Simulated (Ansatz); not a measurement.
## Report: wurtzite SiC (P6_3mc), uniaxial stress along c

Cell and atoms are relaxed with PBEsol to each stress (compression positive); bands and masses by r2SCAN with spin-orbit coupling, rigid bands (plane waves, PAW; Ansatz, a program for electronic structure). Strains are changes of length against the unloaded cell.

Space group P6₃mc (No. 186); a = 3.0760 Å, b = 3.0760 Å, c = 5.0478 Å, α = 90.00°, β = 90.00°, γ = 120.00°

```tsv
atom	site	symmetry	x	y	z
Si	2b	3m.	0.6667	0.3333	0.4996
C	2b	3m.	0.3333	0.6667	0.3754
```

| stress (GPa) | strain c (%) | strain basal x (%) | gap (eV) | mₑ* c | mₑ* basal x | mₕ* c | mₕ* basal x |
|---|---|---|---|---|---|---|---|
| -20.00 | 4.05 | -0.30 | 2.405 | 0.28 | 0.44 | 1.61 | 0.95 |
| -10.00 | 1.94 | -0.16 | 2.517 | 0.27 | 0.44 | 1.52 | 1.02 |
| -5.00 | 0.95 | -0.09 | 2.581 | 0.26 | 0.43 | 1.48 | 1.07 |
| 0 | 0 | 0 | 2.650 | 0.26 | 0.43 | 1.43 | 1.15 |
| 5.00 | -0.93 | 0.09 | 2.720 | 0.26 | 0.43 | 0.94 | 1.40 |
| 10.00 | -1.83 | 0.19 | 2.700 | 0.26 | 0.43 | 0.32 | 1.58 |
| 20.00 | -3.61 | 0.40 | 2.639 | 0.27 | 0.40 | 0.27 | 1.46 |

c is the direction of the load; basal y strains as basal x. Masses are conductivity masses at 300 K in electron masses.

Problem. From the two loads next to zero, find the Young modulus and the ratio of transverse to axial strain.

Solution. Between -5.00 and 5.00 GPa the strain along c changes by -1.88 % and that along basal x by 0.18 %. The modulus is 10.00/0.0188 = 530 GPa and the ratio of the strains 0.10 (PBEsol, atoms relaxed).

Problem. How fast does the gap move on either side of zero load?

Solution. Under tension, (2.581 − 2.650) eV over -5.00 GPa = 14 meV/GPa, or about -7.3 eV per unit strain; under compression, (2.720 − 2.650) eV over 5.00 GPa = 14 meV/GPa, or about -7.5 eV per unit strain. The two slopes part by 0 meV/GPa; gaps are resolved to about 0.01 eV, which allows 4 meV/GPa, so these rows don't tell them apart.

Problem. Take the carrier density and the relaxation time as fixed, so that ρ ∝ m*. What gauge factor (Δρ/ρ)/ε follows for current along c at the loads next to zero?

Solution. holes at 5.00 GPa: (0.94/1.43 − 1)/-0.0093 ≈ 37. These are means over a finite load; the small-strain gauge factor differs, most where the load has already emptied the upper valleys or bands. Carriers and loads whose mass moves by under 12 % aren't resolved and aren't listed. The change of shape, which adds a term of order 1 to 2, and that of the scattering between valleys or bands are left out.

Masses are those of dilute carriers in rigid bands with one relaxation time, without polarons. Third decimals of gaps are kept for the arithmetic. Every relaxation keeps the wurtzite phase (space group P6_3mc under this load), so a transition, a distortion that breaks the symmetry or fracture can't show.
